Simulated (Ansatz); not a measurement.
CsCl-type AuZn (cubic form, which distorts at low temperature), treated with PBEsol-D3(BJ) (plane waves, PAW; Ansatz, a quantum-chemistry and plane-wave program).

Run with plane-wave cutoff 520 eV, 18×18×18 k mesh, Fermi–Dirac smearing 0.05 eV, scalar-relativistic PAW data made under PBE.

Cell (relaxed at this level):

AuZn has the cubic space group Pm-3m (No. 221), the CsCl type structure, Pearson symbol cP2. Lattice parameters: a = 3.090 Å, b = 3.090 Å, c = 3.090 Å, α = 90.00°, β = 90.00°, γ = 90.00°. Zn on 1b sees 8 Au at 2.676 Å and 6 Zn at 3.090 Å. Au on 1a sees 8 Zn at 2.676 Å and 6 Au at 3.090 Å. (Neighbours: up to the widest gap in distance over summed covalent radii, below 1.35, at either atom.)

**Question.** Predict the bulk modulus and pressure derivative B′ of the bulk modulus.

**Answer.** 
bulk modulus: 162 GPa
pressure derivative B′ of the bulk modulus: 5.3

The run finds no gap.

Measured, for comparison: bulk modulus 131 GPa (temperature not stated, no zero-point or thermal correction; as tabulated in Nepal et al. (2020), arXiv:2007.11150). Computed (rounded) less measured: bulk modulus +24 %.

Note: symmetry holds this phase in the static calculation, where it need not be a minimum.

Spin–orbit coupling is not included; it can shift volumes and moduli of such heavy elements.

Static lattice: no zero-point or thermal effects.

Computing time: very roughly 120 core-seconds.
